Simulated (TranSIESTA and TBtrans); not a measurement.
Device: 1,3-phenylene held by thiolate S between the apex atoms of two Al(100) rods. Leads: fcc Al rod along [100], layers of 5 and 4 atoms, a = 4.04 Å. Geometry: as built, not relaxed. Transport runs along z; the first 18 and the last 18 of the 81 atoms are the lead cells, repeated to infinity.

```xyz
81
Lattice="15.739 0.000 0.000 0.000 15.739 0.000 0.000 0.000 39.625" Properties=species:S:1:pos:R:3 pbc="F F T"
Al     7.870     7.870     0.000
Al    10.726     7.870     0.000
Al     7.870    10.726     0.000
Al     5.013     7.870     0.000
Al     7.870     5.013     0.000
Al     9.298     9.298     2.020
Al     6.441     9.298     2.020
Al     9.298     6.441     2.020
Al     6.441     6.441     2.020
Al     7.870     7.870     4.040
Al    10.726     7.870     4.040
Al     7.870    10.726     4.040
Al     5.013     7.870     4.040
Al     7.870     5.013     4.040
Al     9.298     9.298     6.060
Al     6.441     9.298     6.060
Al     9.298     6.441     6.060
Al     6.441     6.441     6.060
Al     7.870     7.870     8.080
Al    10.726     7.870     8.080
Al     7.870    10.726     8.080
Al     5.013     7.870     8.080
Al     7.870     5.013     8.080
Al     9.298     9.298    10.100
Al     6.441     9.298    10.100
Al     9.298     6.441    10.100
Al     6.441     6.441    10.100
Al     7.870     7.870    12.120
Al    10.726     7.870    12.120
Al     7.870    10.726    12.120
Al     5.013     7.870    12.120
Al     7.870     5.013    12.120
Al     9.298     9.298    14.140
Al     6.441     9.298    14.140
Al     9.298     6.441    14.140
Al     6.441     6.441    14.140
Al     7.870     7.870    16.160
S      9.596     7.661    17.665
C      8.761     8.687    18.870
C      8.964    10.073    18.871
C      8.311    10.875    19.813
C      7.456    10.294    20.754
C      7.251     8.909    20.756
S      6.156     8.166    21.961
C      7.904     8.106    19.813
H      9.625    10.528    18.145
H      8.469    11.945    19.813
H      6.954    10.921    21.481
H      7.747     7.035    19.813
Al     7.870     7.870    23.465
Al     9.298     9.298    25.485
Al     6.441     9.298    25.485
Al     9.298     6.441    25.485
Al     6.441     6.441    25.485
Al     7.870     7.870    27.505
Al    10.726     7.870    27.505
Al     7.870    10.726    27.505
Al     5.013     7.870    27.505
Al     7.870     5.013    27.505
Al     9.298     9.298    29.525
Al     6.441     9.298    29.525
Al     9.298     6.441    29.525
Al     6.441     6.441    29.525
Al     7.870     7.870    31.545
Al    10.726     7.870    31.545
Al     7.870    10.726    31.545
Al     5.013     7.870    31.545
Al     7.870     5.013    31.545
Al     9.298     9.298    33.565
Al     6.441     9.298    33.565
Al     9.298     6.441    33.565
Al     6.441     6.441    33.565
Al     7.870     7.870    35.585
Al    10.726     7.870    35.585
Al     7.870    10.726    35.585
Al     5.013     7.870    35.585
Al     7.870     5.013    35.585
Al     9.298     9.298    37.605
Al     6.441     9.298    37.605
Al     9.298     6.441    37.605
Al     6.441     6.441    37.605
```

Run with TranSIESTA and TBtrans (open boundaries, self-consistent; PseudoDojo norm-conserving potentials, scalar-relativistic): PAO.BasisSize SZP, PAO.EnergyShift 0.15 eV, XC.Authors PBE, Mesh.Cutoff 150 Ry, ElectronicTemperature 300 K, TBT.Elecs.Eta 0.001 eV, no spin polarisation.

Problem. Give the current of both spins against bias, self-consistently and from the zero-bias transmission integrated over the bias window.

Solution. 
```
V (V)  I self-consistent (μA)  I from the zero-bias T(E) (μA)
-----  ----------------------  ------------------------------
0.3                     0.250                           0.229
0.6                     0.642                           0.588
0.9                     0.822                            1.03
1.2                     0.855                            1.53
```

Positive bias raises the left lead's chemical potential. The energy step is 0.02 eV; narrower resonances are cut or missed.

The leads' channel count changes near 0.03 eV, within the thermal window, so values at the Fermi level hang on where that band edge falls. Semilocal functionals put molecular levels too close to the Fermi level and tend to overestimate such conductances.
